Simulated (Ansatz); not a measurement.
Data:

```yaml
crystal:
  lattice:
    - [-2.81006, 2.81006, 5.65742]
    - [2.81006, -2.81006, 5.65742]
    - [2.81006, 2.81006, -5.65742]
  atoms:
    - { symbol: Sn, position: [0.50000, 0.50000, 0.00000] }
    - { symbol: Sn, position: [0.25000, 0.75000, 0.50000] }
    - { symbol: As, position: [0.37500, 0.34578, 0.47078] }
    - { symbol: As, position: [0.65422, 0.12500, 0.02922] }
    - { symbol: As, position: [0.87500, 0.90422, 0.52922] }
    - { symbol: As, position: [0.09578, 0.62500, 0.97078] }
    - { symbol: Zn, position: [0.00000, 0.00000, 0.00000] }
    - { symbol: Zn, position: [0.75000, 0.25000, 0.50000] }
```

No spin polarisation.

Computed with PBEsol (Ansatz, an electronic-structure program), without spin-orbit coupling. Settings: 8×8×8 k-points, 0.05 eV Fermi–Dirac smearing.

### Question
Estimate the electron mass.

### Answer
0.031 mₑ along c, 0.027 mₑ across (at Γ).

### Question
What is the computed valence-band top at Γ (three highest levels, from the VBM)?

### Answer
0.00, 0.00, -0.04 eV.

The levels and masses belong to the bands next to the band gap. Load acts through the strain it causes; cell and atoms are relaxed under it. Masses are band curvatures over ±0.01 Å⁻¹ around the edge. No phonon test of stability was made. Competing high-pressure phases were not computed. The cell was made from ZnSnAs2 in the chalcopyrite structure (space group I-42d, No. 122) by this change: pressure 9 GPa.
